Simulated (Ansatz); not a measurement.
# Smallest direct gap on the k points sampled of BaScO2F (P4/mmm, No. 123, 5 atoms in the cell; start mp-1227813) at several levels of theory

No measured value is used here.

```csv
level (code),value (eV)
LDA (Ansatz),3.40
PBEsol+SOC (Ansatz),3.44
r²SCAN+SOC (Ansatz),4.00
HSE06+SOC (Ansatz),5.26
PBE0 (Ansatz),6.05
r²SCAN0 (Ansatz),6.42
```

At these levels the smallest gap is indirect and lower: LDA 3.06, PBEsol+SOC 3.12, r²SCAN+SOC 3.67, HSE06+SOC 4.88, PBE0 5.65, r²SCAN0 6.01 eV. Computed values are for a static lattice. Levels without +SOC have no spin–orbit coupling; where heavier elements are present it shifts gaps, mostly down, and can invert bands.  Values are at the PBEsol cell. Cutoffs and k meshes differ between the levels. Ansatz's density-functional and Hartree–Fock values are scalar-relativistic unless marked +SOC, with PAW data made under PBE.

A start named mp-… is a Materials Project structure, which need not be a measured phase.

Ansatz is a first-principles code.
